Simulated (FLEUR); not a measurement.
Worked example: self-consistent single point of AgPt (P-6m2, 2 atoms in the cell) in FLEUR.

Method: PBEsol, all-electron FLAPW (FLEUR), scalar-relativistic valence.

The change in words: lattice scaled by 0.98. Reference geometry:
```xyz
2
Lattice="2.7830 0.0000 0.0000 -1.3915 2.4102 0.0000 0.0000 0.0000 4.7951" Properties=species:S:1:pos:R:3 pbc="T T T"
Ag     0.0000     0.0000     2.3976
Pt     1.3915     0.8034     0.0000
```

Reference input (self-consistent single point, DFT, PBEsol, all-electron FLAPW (FLEUR), scalar-relativistic valence): Kmax = 4.1 1/bohr; GmaxXC = 14.3 1/bohr; xcFunctional = PBEs; jspins = 1; l_soc = F; mode = gauss; fermiSmearingEnergy = 0.00367493 Htr; mesh (inpgen div1-3) = 11 11 6; inpgen gamma flag = true; Gmax = 14.3 1/bohr; numbands = 0; maxIterBroyd = 25. This run's input differs from it in these lines:

```diff
@@ -3,5 +3,5 @@
 &input film=f /
-5.2592022911 0.0000000000 0.0000000000
--2.6296011456 4.5546027878 0.0000000000
-0.0000000000 0.0000000000 9.0614446375
+5.1540180707 -0.0000004319 0.0000000000
+-2.5770086613 4.4635107968 0.0000000000
+0.0000000000 0.0000000000 8.8802161227
 1.0
@@ -44,5 +44,5 @@
          <bravaisMatrix>
-            <row-1>    5.2592022911000003     0.0000000000000000     0.0000000000000000</row-1>
-            <row-2>   -2.6296011456000001     4.5546027878000004     0.0000000000000000</row-2>
-            <row-3>    0.0000000000000000     0.0000000000000000     9.0614446374999993</row-3>
+            <row-1>    5.1540180707000003    -0.0000004319000000     0.0000000000000000</row-1>
+            <row-2>   -2.5770086612999998     4.4635107967999996     0.0000000000000000</row-2>
+            <row-3>    0.0000000000000000     0.0000000000000000     8.8802161227000003</row-3>
          </bravaisMatrix>
```

The program printed (abridged):

```
 Iteration:     1   Distance:      16.57372751 me/bohr^3
 Iteration:     2   Distance:      14.69320921 me/bohr^3
 Iteration:     3   Distance:       6.79654817 me/bohr^3
 Iteration:     4   Distance:       4.82972988 me/bohr^3
 Iteration:     5   Distance:       2.50496663 me/bohr^3
   [... 8 lines left out ...]
 Iteration:    14   Distance:       0.00174791 me/bohr^3
 Iteration:    15   Distance:       0.00017461 me/bohr^3
 Iteration:    16   Distance:       0.00006103 me/bohr^3
 Iteration:    17   Distance:       0.00000632 me/bohr^3
 Run finished successfully
 Stop message:
   Structural relaxation: Done

[file out, last iteration]
             iter=     18
[...]
          total density-effective poten   -4.1155812706E+04
          total charge density-energy d   -4.9913553880E+02
 Updated energy parameters for spin:           1
[...]
 fermi energy and band-weighting factors:
    1.301710    1.301710

[...]
FERMIE:
          first approx. to ef    (T=0)  :   0.456333 htr   (energy of the highest occ. eigenvalue)
          number of occ. states  (T=0)  :       1064
          first approx. to seigv (T=0)  : -11.496927 htr
          sum of weights of occ. states :  16.504132
          sum of semicore charge        :   0.000000 e
          fermi energy=   0.45760 har   work function= -12.45192 ev
          number of valence electrons=  33.00000
   [... lines left out ...]
          total moment                 =     0.00000
 Direct bandgap for spin            1 :    5.9791395951174220E-003  Htr
 ---->    free energy=                    -23756.3822098481 htr
   [... lines left out ...]
      extrapolation for T->0
 ---->    total electron energy=          -23756.3822098481 htr
 ***** TOTAL FORCES ON ATOMS *****
 TOTAL FORCE FOR ATOM TYPE=  1  X=  0.000   Y=  0.000   Z=  4.440
                       FX_TOT= 0.000000 FY_TOT= 0.000000 FZ_TOT= 0.000000
 TOTAL FORCE FOR ATOM TYPE=  2  X= -2.577   Y=  1.488   Z=  0.000
                       FX_TOT= 0.000000 FY_TOT= 0.000000 FZ_TOT= 0.000000
 Structural relaxation: Done
```

The run converged in 17 iterations. FLEUR gives forces in its relaxation mode, with a further iteration, so its stop message speaks of a relaxation. Against the reference run the total energy goes up by 9.3 meV/atom.

The starting cell comes from a database of computed structures (which also holds hypothetical and non-ambient phases and stackings), without a prior relaxation at this level. For this run, on top of that: lattice scaled by 0.98. Spin-orbit coupling is off. Spin polarisation is off. Values depend on the basis (sphere radii, cutoffs, local orbitals), which need not be converged. The log's line on a gap gives a spacing of levels on this mesh, which the program prints for metals too.

Cost on one core of a shared machine: roughly 2 min.
